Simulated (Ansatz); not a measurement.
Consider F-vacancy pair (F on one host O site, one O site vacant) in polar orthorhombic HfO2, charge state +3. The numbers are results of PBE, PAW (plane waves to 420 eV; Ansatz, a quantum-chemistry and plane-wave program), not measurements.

96-site cell at the relaxed PBE lattice, the Γ point alone, smearing 0.01 eV, spin-restricted, no finite-size correction. Energies are static. Spin-orbit coupling is left out. The host's phase is taken as given; its stability against other phases was not computed. The charge state is imposed; whether it is stable for some Fermi level was not computed. Forms of the defect that were not tried may lie lower. The start lies 0.20 eV above the lowest site run (PBE).

Barriers: single points on a 2×2×2 k-point mesh shifted by half a step at the bands' geometries.

The step: F and the vacancy change places (F-vacancy distance between ideal sites 2.55 Å throughout); the atom moves 1.91 Å along (-0.15, -0.32, -0.11) of the unit cell; the moving atom starts with neighbours Hf at 2.25, Hf at 2.32, Hf at 2.36; O at 2.65, O at 2.71, 2 O at 2.74, O at 2.80, O at 2.86, O at 2.88 Å and ends with Hf at 2.17, Hf at 2.24, Hf at 2.44; O at 2.56, O at 2.59, 2 O at 2.61, O at 2.69 Å.

**Question.** Give the migration barrier of this step at the level PBE, PAW.

**Answer.** 0.31 eV forward and 0.046 eV backward. At the saddle the moving atom has neighbours Hf at 2.10, Hf at 2.12; 2 O at 2.57, O at 2.63 Å. The saddle point's order was not checked.
